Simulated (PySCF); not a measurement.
PySCF 2.14.0, PBE0/def2-svp: Si(H)2(OH)(PH2) (O[SiH2]P), 8 atoms. The geometry is a generated start, not checked to be a minimum at this level.

```
Item                                           Value
-------------------------------  -------------------
task                             energy and gradient
method                                          pbe0
basis                                       def2-svp
mol.max_memory                               7000 MB
mf.init_guess                        minao (default)
mf.DIIS                              CDIIS (default)
mf.diis_space                            8 (default)
mf.conv_tol                          1e-09 (default)
mf.grids.level                           3 (default)
basis functions (reference run)                   75
grid points (reference run)                   101488
```

```xyz
8

Si    -0.7682    -0.2488    -0.1248
O     -0.8446     1.3395     0.2110
P      1.3076    -1.1230     0.0217
H     -1.6136    -0.7971     0.9228
H     -1.2338    -0.5087    -1.4877
H     -0.3426     2.0068    -0.2509
H      1.5575    -0.6248     1.2866
H      1.9377    -0.0439    -0.5786
```

The reference run uses exact four-centre integrals. One run each, on a shared machine, so no times are given.

Settings tried, all else as in the reference:
- density fitting of J alone, exact K
- density fitting, auxbasis = def2-universal-jfit
- density fitting, auxbasis = autoaux
- density fitting

**Question.** Sort the settings: which keep to the reference within 1.0 meV/atom in energy, 10 meV/Å in forces (largest component), and which don't?

**Answer.** Within it: density fitting, auxbasis = autoaux; density fitting; density fitting of J alone, exact K. Outside: density fitting, auxbasis = def2-universal-jfit.

```csv
setting,energy against the reference,difference in forces (largest component)
"density fitting, auxbasis = autoaux",−0.13 meV/atom,1.3 meV/Å
density fitting,−0.25 meV/atom,3.0 meV/Å
"density fitting of J alone, exact K",−0.41 meV/atom,3.5 meV/Å
"density fitting, auxbasis = def2-universal-jfit",+3400 meV/atom,1200 meV/Å
```

Total energies are compared; such shifts often cancel in part in energy differences. def2-universal-jfit is made for Coulomb alone and misses functions that exchange needs. Also tried and not ranked: density fitting, auxbasis = def2-universal-jkfit (same energy as a listed run); COSX exchange (sgx_fit, pjs) with fitted J, mf.with_df.grids_level_i = 1, mf.with_df.grids_level_f = 1 (gradient came out as NaN); COSX exchange (sgx_fit, pjs) with fitted J, mf.with_df.grids_level_i = 1, mf.with_df.grids_level_f = 2 (default) (gradient came out as NaN); COSX exchange (sgx_fit, pjs) with fitted J, mf.with_df.grids_level_i = 1, mf.with_df.grids_level_f = 3 (gradient came out as NaN); COSX exchange (sgx_fit, pjs) with fitted J, mf.with_df.grids_level_i = 1, mf.with_df.grids_level_f = 4 (gradient came out as NaN). The tolerance is a choice made for this comparison.
